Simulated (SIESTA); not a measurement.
## A self-consistent single point of CdNi2O4 (I4_1/amd, 14 atoms in the cell) with SIESTA

Method: GGA PBEsol+U, numerical atomic orbitals DZP, PseudoDojo PBEsol standard norm-conserving potentials (rewritten from UPF to PSML) (SIESTA 5.4.2).

Input as run:

```
# files in the folder: Cd.psml Ni.psml O.psml (PseudoDojo PBEsol standard)
SystemName  Cd(NiO2)2
SystemLabel siesta

NumberOfAtoms                14
NumberOfSpecies              3
%block ChemicalSpeciesLabel
  1 48 Cd
  2 28 Ni
  3 8 O
%endblock ChemicalSpeciesLabel
LatticeConstant              1.0 Bohr
%block LatticeVectors
    -5.525621549    5.525621549    8.865145557
     5.525621549   -5.525621549    8.865145557
     5.525621549    5.525621549   -8.865145557
%endblock LatticeVectors
AtomicCoordinatesFormat      Bohr
%block AtomicCoordinatesAndAtomicSpecies
     0.000000000    0.000000000    0.000000000  1
    -0.000000000    5.525621549    4.432572778  1
     5.525621549    2.762810775    2.216286389  2
     2.762810775    5.525621549   -2.216286389  2
     0.000000000    2.762810775   11.081431946  2
     2.762810775    0.000000000    6.648859168  2
     3.164523461   -0.000000000    2.622841964  3
     5.525621549    3.164523461   -1.809730814  3
     7.886719637   -0.000000000    2.622841964  3
     0.000000000    2.361098088    7.055414743  3
     3.164523461    5.525621549    1.809730814  3
     5.525621549    2.361098088    6.242303592  3
     2.361098088    0.000000000   10.674876371  3
     5.525621549   -2.361098088    6.242303592  3
%endblock AtomicCoordinatesAndAtomicSpecies

XC.functional                GGA
XC.authors                   PBEsol
PAO.BasisSize                DZP
PAO.EnergyShift              0.01 Ry
MeshCutoff                   350 Ry
%block kgrid.MonkhorstPack
    7   0   0  0.0
    0   7   0  0.0
    0   0   7  0.0
%endblock kgrid.MonkhorstPack
OccupationFunction           FD
ElectronicTemperature        100.0 meV
Spin                         polarized
%block DM.InitSpin
  1 +0.00
  2 +0.00
  3 +2.00
  4 +2.00
  5 +2.00
  6 +2.00
  7 +0.00
  8 +0.00
  9 +0.00
  10 +0.00
  11 +0.00
  12 +0.00
  13 +0.00
  14 +0.00
%endblock DM.InitSpin
DFTU.ProjectorGenerationMethod 2
DFTU.CutoffNorm              0.9
DFTU.FirstIteration          true
%block DFTU.proj
  Ni 1
  n=3 2
  6.20 0.00
  0.00 0.00
%endblock DFTU.proj

MaxSCFIterations             150
SCF.Mixer.Method             Broyden
SCF.Mixer.Weight             0.1
SCF.Mixer.History            6
SCF.DM.Tolerance             1.0E-04
Diag.ParallelOverK           true
WriteForces                  true
Charge.Mulliken              end
```

The program printed (abridged):

```
reinit: Reading from file input.fdf

reinit: System Name: Cd(NiO2)2
reinit: System Label: siesta

NOTE on units for spin output:
{S} is the spin magnetic moment, in units of the Bohr magneton,
assuming a g-factor for the electron spin of exactly 2.
The spin magnetic moment is then numerically equal to the charge inbalance,
in units of electrons, between the spin-up and -down channels.

coor:   Atomic-coordinates input format  =     Cartesian coordinates
coor:                                            (in Bohr units)

siesta: Atomic coordinates (Bohr) and species
siesta:      0.00000   0.00000   0.00000  1        1
siesta:     -0.00000   5.52562   4.43257  1        2
siesta:      5.52562   2.76281   2.21629  2        3
siesta:      2.76281   5.52562  -2.21629  2        4
siesta:      0.00000   2.76281  11.08143  2        5
siesta:      2.76281   0.00000   6.64886  2        6
siesta:      3.16452  -0.00000   2.62284  3        7
siesta:      5.52562   3.16452  -1.80973  3        8
siesta:      7.88672  -0.00000   2.62284  3        9
siesta:      0.00000   2.36110   7.05541  3       10
siesta:      3.16452   5.52562   1.80973  3       11
siesta:      5.52562   2.36110   6.24230  3       12
siesta:      2.36110   0.00000  10.67488  3       13
siesta:      5.52562  -2.36110   6.24230  3       14

siesta: System type = bulk

initatomlists: Number of atoms, orbitals, and projectors:     14   218   212

siesta: ******************** Simulation parameters ****************************
redata: Spin configuration                          = collinear
redata: Time-Reversal Symmetry                      = T
redata: Number of Atomic Species                    =        3
redata: Mesh Cutoff                                 =   350.0000 Ry
redata: Net charge of the system                    =     0.0000 |e|
redata: Min. number of SCF Iter                     =        0
   [... lines left out ...]

                        Single-point calculation

superc: Internal auxiliary supercell:     5 x     5 x     5  =     125
superc: Number of atoms, orbitals, and projectors:   1750  27250  26500

outcell: Unit cell vectors (Ang):
       -2.924033    2.924033    4.691233
        2.924033   -2.924033    4.691233
        2.924033    2.924033   -4.691233

outcell: Cell vector modules (Ang)   :    6.253607    6.253607    6.253607
outcell: Cell angles (23,13,12) (deg):    124.2459    124.2459     82.7908
outcell: Cell volume (Ang**3)        :    160.4396
new_DM -- step:     1
Initializing Density Matrix...

Attempting to read DM from file... Failed...
initDM: WARNING: atom 1 has a closed-shell and cannot be polarized
initDM: WARNING: atom 2 has a closed-shell and cannot be polarized
DM filled with atomic data (user-defined):

InitMesh: MESH = 72 x 72 x 54 = 279936
InitMesh: Mesh cutoff (required, used) =   350.000   424.586 Ry
hubbard_term: recalculating local occupations    1
hubbard_term: maximum change in local occup.    0.930357
hubbard_term: recalculating Hamiltonian

stepf: Fermi-Dirac step function
hubbard_term: recalculating local occupations    1
hubbard_term: maximum change in local occup.    0.439984
hubbard_term: recalculating Hamiltonian
        iscf     Eharris(eV)        E_KS(eV)     FreeEng(eV)     dDmax    Ef(eV) dHmax(eV)
   scf:    1   -31119.664038   -31259.107979   -31259.673659  0.595780 -1.449240 28.288020
     spin moment: {S} , |S| = {        0.0        0.0   12.37968 }    12.37968
   scf:    2   -31344.901539   -31306.844563   -31307.343805  0.194250 -3.176495 16.415321
     spin moment: {S} , |S| = {        0.0        0.0   11.99880 }    11.99880
   scf:    3   -31269.650925   -31321.226853   -31321.570713  0.298390 -4.740900 11.023844
     spin moment: {S} , |S| = {        0.0        0.0    5.24447 }     5.24447
   scf:    4   -31329.904631   -31325.680143   -31326.055914  0.024367 -4.718275  9.212631
     spin moment: {S} , |S| = {        0.0        0.0    5.69057 }     5.69057
   scf:    5   -31302.023112   -31315.274603   -31315.563328  0.074348 -4.776972 13.765953
     spin moment: {S} , |S| = {        0.0        0.0    4.72864 }     4.72864
   scf:    6   -31341.379845   -31334.863646   -31335.330971  0.137123 -4.698452  2.131431
   [... lines left out ...]
hubbard_term: maximum change in local occup.    0.000510
   scf:  104   -31340.788735   -31340.788899   -31340.855437  0.000488 -4.667904  0.004000
     spin moment: {S} , |S| = {        0.0        0.0    4.00031 }     4.00031
hubbard_term: recalculating local occupations   71
hubbard_term: maximum change in local occup.    0.000791
   scf:  105   -31340.788544   -31340.788605   -31340.855211  0.000264 -4.668038  0.001890
     spin moment: {S} , |S| = {        0.0        0.0    4.00031 }     4.00031
hubbard_term: recalculating local occupations   72
hubbard_term: maximum change in local occup.    0.000887
   scf:  106   -31340.788838   -31340.788806   -31340.855384  0.000090 -4.667843  0.001462
     spin moment: {S} , |S| = {        0.0        0.0    4.00031 }     4.00031
hubbard_term: recalculating local occupations   73
hubbard_term: maximum change in local occup.    0.000974
   scf:  107   -31340.789121   -31340.789074   -31340.855605  0.000083 -4.667527  0.000853
     spin moment: {S} , |S| = {        0.0        0.0    4.00030 }     4.00030
SCF Convergence by DM+H criterion
max |DM_out - DM_in|         :     0.0000827527
max |H_out - H_in|      (eV) :     0.0008526012
DFT+U population converged by dTol_pop criteria:
max |pop(DFT+U)_i - pop(DFT+U)_j|:     0.0009740976
SCF cycle converged after 107 iterations

Using DM_out to compute the final energy and forces
hubbard_term: recalculating local occupations   74
hubbard_term: maximum change in local occup.    0.000974
hubbard_term: recalculating Hamiltonian and forces

siesta: E_KS(eV) =           -31340.7901

siesta: E_KS - E_eggbox =    -31340.7901

siesta: Atomic forces (eV/Ang):
     1   -0.001753    0.001751   -0.000015
     2    0.001753   -0.001751    0.000015
     3    0.000000    0.000000    0.000000
     4   -0.000000    0.000000    0.000000
     5    0.000000    0.000000    0.000000
     6   -0.000000    0.000000    0.000000
     7   -0.207588   -0.006246   -0.150364
     8   -0.006239   -0.207581   -0.150221
     9    0.210965    0.005478   -0.154096
    10    0.005484    0.210956   -0.153948
    11   -0.210965   -0.005478    0.154096
    12    0.006239    0.207581    0.150221
    13    0.207588    0.006246    0.150364
    14   -0.005484   -0.210956    0.153948
   Tot    0.000000    0.000000    0.000001
   Max    0.210965
   Res    0.112960    sqrt( Sum f_i^2 / 3N )
   Max    0.210965    constrained

Stress tensor Voigt[x,y,z,yz,xz,xy] (kbar):       84.55       84.55      101.30        0.48        0.48       -1.16
(Free)E + p*V (eV/cell)   -31349.8825
Target enthalpy (eV/cell)   -31340.8567

siesta: Program's energy decomposition (eV):
siesta: Ebs     =     -4917.659619
siesta: Eions   =     42034.982061
siesta: Ena     =      3902.599575
siesta: Ekin    =     14378.080649
siesta: Enl     =     -3266.159611
siesta: Eso     =         0.000000
siesta: Edftu   =        12.898308
siesta: DEna    =       167.610508
siesta: DUscf   =        10.261907
siesta: DUext   =         0.000000
siesta: Ex      =     -4240.980232
siesta: Ec      =      -270.119193
siesta: Exc     =     -4511.099425
siesta: Eharris =    -31340.789121
siesta: Etot    =    -31340.790150
siesta: FreeEng =    -31340.856681

   [... lines left out ...]
siesta: Cell volume =        160.439587 Ang**3
siesta:         -90.13288184        -96.75341326  kBar
   [... lines left out ...]
   6  8.043   0.994   0.354  -0.105   0.999   1.002   1.000   0.123   0.144
              0.133   0.314   0.964   0.187   0.958   0.965  -0.028   0.015

             -0.020   0.024   0.021

Species: O
Atom  Qatom  Qorb
               2s      2s      2py     2pz     2px     2py     2pz     2px
               3Pdxy   3Pdyz   3Pdz2   3Pdxz   3Pdx2-y2
   7  3.315   0.856   0.024   0.833   0.850   0.853  -0.036  -0.043  -0.046
              0.005   0.005   0.004   0.005   0.005
   8  3.315   0.856   0.024   0.853   0.850   0.833  -0.046  -0.043  -0.036
   [... 13 lines left out ...]

mulliken: Qtot =       78.000

Mulliken Atomic Populations:
Atom #   charge [q] valence [e]      Sz [e]  Species
     1     0.657210   19.342790    0.036211  Cd
     2     0.657210   19.342790    0.036211  Cd
     3     0.632855   17.367145    1.280553  Ni
     4     0.632964   17.367036    1.280630  Ni
     5     0.632964   17.367036    1.280602  Ni
     6     0.632855   17.367145    1.280573  Ni
     7    -0.480738    6.480738   -0.149339  O
     8    -0.480738    6.480738   -0.149337  O
     9    -0.480777    6.480777   -0.149283  O
    10    -0.480776    6.480776   -0.149279  O
    11    -0.480777    6.480777   -0.149283  O
    12    -0.480738    6.480738   -0.149337  O
    13    -0.480738    6.480738   -0.149339  O
    14    -0.480776    6.480776   -0.149279  O
 Total    -0.000000                4.000304
```

The run converged in 107 iterations.

The starting cell comes from a database of computed structures (which also holds hypothetical and non-ambient phases and stackings), without a prior relaxation at this level. Its lattice was rescaled by a random factor within 2.5 % of one. The magnetic order is the one reached from the typed start; others were not searched systematically. With U or open f shells several self-consistent states can exist. Values carry the incompleteness of an atom-centred basis. With a pressure of about -9 GPa the cell is away from its equilibrium volume at this level.

Cost on one core of a shared machine: roughly 40 min.
